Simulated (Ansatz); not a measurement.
Consider CdS in the wurtzite structure (space group P6_3mc, No. 186; a = 4.1962 Å, c = 6.8295 Å). Axes: x lies along a and z along c of the hexagonal cell.

The values are results of Kohn–Sham DFT with the PBE functional, run in Ansatz (a quantum-chemistry and plane-wave program) with PAW and 420 eV plane waves, no spin-orbit coupling, not measurements.

Now apply this change: the cell is compressed by 1.20 % along z with no lateral relaxation, atoms relaxed at fixed cell.

Task: Predict the stress tensor and what it implies for the stiffness.

Result: Stress of the strained cell less that of the base (GPa, compression positive):
```
   0.47    0.00    0.00
   0.00    0.47    0.00
   0.00    0.00    1.04
```

Then −Δσ_ii/ε with ε = -0.0120 gives relaxed-ion elastic constants: C33 ≈ 87 GPa, C13 ≈ 39 GPa and C23 ≈ 39 GPa.

Stability against distortions was not tested.
